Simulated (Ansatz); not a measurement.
Base system: Be in the hcp (Mg type) structure (space group P6_3/mmc, No. 194; relaxed with 0.1 eV smearing).

Space group P6₃/mmc (No. 194); a = 2.2627 Å, b = 2.2627 Å, c = 3.5664 Å, α = 90.00°, β = 90.00°, γ = 120.00°

```json
[
 {"atom": "Be", "site": "2c", "symmetry": "-6m2", "x": "0.3333", "y": "0.6667", "z": "0.2500"}
]
```

Computed with Ansatz (an electronic-structure program) PBE, no spin-orbit coupling.

Strains are applied to the cell and any free atomic positions relax.

One change was made to it. Results:

The pressure (mean of the normal stresses, compression positive) goes from zero to -3.5 GPa; the energy rises by 2.7 meV/atom; the band gap remains zero.

Problem. Name the change that was made.
(A) isotropic strain +2.50 %
(B) isotropic strain +2.00 %
(C) isotropic strain +1.00 %

Solution. C, isotropic strain +1.00 %. For comparison, the energy relative to the base in the other runs: isotropic strain +2.00 % gives +10 meV/atom; isotropic strain +2.50 % gives +16 meV/atom.

No phonon test of stability was made.
